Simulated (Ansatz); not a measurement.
## How far to go with shifted k-point meshes: Nb (Im-3m, 1 atom in the cell)

```
CELL_PARAMETERS angstrom
     -1.65825     1.65825     1.65825
      1.65825    -1.65825     1.65825
      1.65825     1.65825    -1.65825
ATOMIC_POSITIONS crystal
  Nb 0.00000 0.00000 0.00000
```

Method of the run: PBE, PAW files (plane waves; Ansatz, a first-principles code).

Base settings: basis.ecutwfc = 420 eV; kpoints.mp_grid.grid = 14 14 14; hamiltonian.xc = pbe; hamiltonian.pseudopotentials = {kind: paw} (the program's default PAW files); scf.occupations.method = fermi_dirac; scf.occupations.width = 0.1 eV.

In this ladder: kpoints.mp_grid.shift = 0.5 0.5 0.5.

Only quantities that move along the ladder and can be compared are tabulated.

The count of work is k-points × plane waves × bands × iterations; it is no time. 

The starting cell has typed, rounded lattice constants, without a prior relaxation at this level. Its lattice was rescaled by up to half a per cent. Spin polarisation is off. Ansatz's pressure includes its estimate of the finite-basis (Pulay) stress.

| kpoints.mp_grid.grid | free energy less the last step's (meV/atom) | pressure (GPa) | count of work / last |
|---|---|---|---|
| 2 2 2 | 2200.39 | 31.20 | 0.00082 |
| 3 3 3 | 430.22 | 13.09 | 0.0016 |
| 4 4 4 | -109.13 | -3.49 | 0.0025 |
| 5 5 5 | -37.89 | -2.87 | 0.0041 |
| 6 6 6 | -34.63 | 0.00 | 0.0057 |
| 7 7 7 | 14.97 | -0.35 | 0.0082 |
| 8 8 8 | 25.21 | -0.82 | 0.011 |
| 9 9 9 | -0.10 | -0.59 | 0.014 |
| 10 10 10 | -14.00 | -1.08 | 0.018 |
| 11 11 11 | -3.25 | -1.01 | 0.023 |
| 12 12 12 | 6.84 | -0.46 | 0.028 |
| 13 13 13 | 2.01 | -0.55 | 0.034 |
| 15 15 15 | -0.52 | -0.91 | 0.049 |
| 16 16 16 | -0.01 | -0.64 | 0.057 |
| 18 18 18 | 0.54 | -0.84 | 0.078 |
| 20 20 20 | -0.48 | -0.75 | 0.10 |
| 22 22 22 | 0.32 | -0.79 | 0.13 |
| 24 24 24 | -0.16 | -0.78 | 0.17 |
| 27 27 27 | 0.02 | -0.76 | 0.23 |
| 30 30 30 | 0.00 | -0.77 | 0.30 |
| 33 33 33 | 0.03 | -0.78 | 0.40 |
| 37 37 37 | 0.01 | -0.78 | 0.54 |
| 41 41 41 | 0.00 | -0.78 | 0.72 |
| 46 46 46 | 0.00 | -0.78 | 1.0 |

Coarsest kpoints.mp_grid.grid that holds the pressure within 0.5 GPa of the last step, with all finer ones: 7 7 7, at 0.0082 of the last step's count of work; the step before is off by 0.77 GPa.

Coarsest kpoints.mp_grid.grid that holds the free energy within 5 meV/atom of the last step, with all finer ones: 13 13 13, at 0.034 of the last step's count of work; the step before is off by 6.8 meV/atom.

Keys are those of Ansatz 0.2.
